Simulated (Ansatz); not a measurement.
Co₃Ga (P6₃/mmc, No. 194, 8 atoms in the cell; start mp-1184009), treated with r²SCAN (PAW; Ansatz, a quantum-chemistry and plane-wave program).

Settings: plane-wave cutoff 560 eV, 12×12×14 k mesh (along the axes of the cell as run), Fermi–Dirac smearing 0.05 eV, spin-polarised start, scalar-relativistic PAW data made under PBE.

Cell (relaxed at this level):

Co3Ga is modelled in the hexagonal space group P6₃/mmc (No. 194), Pearson symbol hP8. Cell: a = b = 5.0444 Å, c = 4.1449 Å, α = β = 90.00°, γ = 120.00°. Ga on 2d is coordinated by 12 Co at 2.522–2.538 Å (anticuboctahedral). Co on 6h has 8 Co at 2.505–2.539 Å and 4 Ga at 2.522–2.538 Å (anticuboctahedral). (Neighbours: up to the widest gap in distance over summed covalent radii, below 1.35, at either atom.)

Question: Estimate the bulk modulus B0 that the calculation returns.

Answer: 
- bulk modulus B0 = 161 GPa

The run finds no gap.

Note: the magnetic order was assumed, not searched for or taken from measurement; the bulk modulus is −V dP/dV from two relaxed cells at ±2 % in volume; the relaxation could not lower the start's symmetry, so the cell can be a saddle point above a distorted one.

The computed numbers hold no vibrational or temperature effects.

Computing time: about 60 core-minutes (a rough figure).

A start named mp-… is a Materials Project structure, which need not be a measured phase.
